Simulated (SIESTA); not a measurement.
Band structure of HgS (F-43m, 2 atoms in the cell).

```
HgS
1.0
    0.00000     2.92500     2.92500
    2.92500     0.00000     2.92500
    2.92500     2.92500     0.00000
Hg S
1 1
Direct
  0.00000   0.00000   0.00000
  0.25000   0.25000   0.25000
```

Computed with GGA PBE, numerical atomic orbitals TZP, PseudoDojo PBE standard norm-conserving potentials (rewritten from UPF to PSML) in SIESTA.

Settings: XC.functional = GGA; XC.authors = PBE; potentials = PseudoDojo PBE standard; PAO.BasisSize = TZP; PAO.EnergyShift = 0.005 Ry; MeshCutoff = 300 Ry; kgrid.MonkhorstPack = 5 5 5; OccupationFunction = FD; ElectronicTemperature = 0.01 eV; MaxSCFIterations = 150; SCF.Mixer.Method = Pulay; SCF.Mixer.Weight = 0.25; SCF.Mixer.History = 8; SCF.DM.Tolerance = 1.0E-05.

The starting cell has typed, rounded lattice constants, without a prior relaxation at this level. Spin-orbit coupling is off. Values carry the incompleteness of an atom-centred basis. The run gives no clean gap (levels at the Fermi energy touch, overlap or are partly filled at this smearing), which alone does not show that the compound is a metal.

Levels in eV from the Fermi level, bands 10 to 15:
| point | 10 | 11 | 12 | 13 | 14 | 15 |
|---|---|---|---|---|---|---|
| Γ | -6.50 | -0.13 | -0.01 | -0.01 | -0.01 | 6.23 |
| X | -5.99 | -4.81 | -2.32 | -2.32 | 3.69 | 4.48 |
| W | -5.70 | -5.05 | -2.76 | -2.37 | 4.26 | 6.45 |
| K | -5.81 | -5.02 | -2.87 | -1.88 | 3.84 | 5.73 |
| L | -6.05 | -5.42 | -0.97 | -0.97 | 2.11 | 7.18 |
| U | -5.81 | -5.02 | -2.87 | -1.88 | 3.84 | 5.73 |

No band crosses the Fermi level by more than 0.03 eV along this path.

Higher empty bands are left out: an atom-centred basis made for the valence describes them poorly.
